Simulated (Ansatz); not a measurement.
Consider ZrSe2 in the CdI2 type structure (space group P-3m1, No. 164; a = 3.6619 Å, c = 5.8419 Å; layered, stacked along the Cartesian z axis).

Computed with Kohn–Sham DFT with the PBEsol-D3(BJ) functional, run in Ansatz (an electronic-structure program) with PAW and 420 eV plane waves, no SOC.

Before the change:

The lattice parameter a is 3.662 Å.

Perturbation: hydrostatic tension (pressure −2 GPa).

Task: Estimate the effect on the lattice parameter a.

Result: The lattice parameter a increases by 0.049 Å, from 3.662 Å to 3.711 Å.

Load acts through the strain it causes; cell and atoms are relaxed under it. No phonon test of stability was made. The final runs are not spin-polarised.
